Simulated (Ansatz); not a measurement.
Consider GaSb in the zinc blende structure (space group F-43m, No. 216; a = 6.2134 Å).

Computed with PBE (Ansatz, a first-principles code; PAW; 420 eV plane waves; no spin-orbit coupling).

Strains are applied to the cell and any free atomic positions relax.

One change was made to it. Results:

The pressure goes from zero to 1.5 GPa; the band gap remains zero.

### Question
What was done to the base?
A) isotropic strain −1.00 %
B) isotropic strain +1.50 %
C) isotropic strain −2.00 %
D) isotropic strain +1.00 %
E) isotropic strain −3.00 %

### Answer
A, isotropic strain −1.00 %. For comparison, the pressure in the other runs: isotropic strain −2.00 % gives 3.1 GPa; isotropic strain +1.50 % gives -1.8 GPa; isotropic strain −3.00 % gives 5.1 GPa; isotropic strain +1.00 % gives -1.2 GPa.

With Sb present, leaving out spin-orbit coupling can change the band edges. No phonon test of stability was made. The final runs are not spin-polarised. The zero or small gap of GaSb can change with the level of theory.
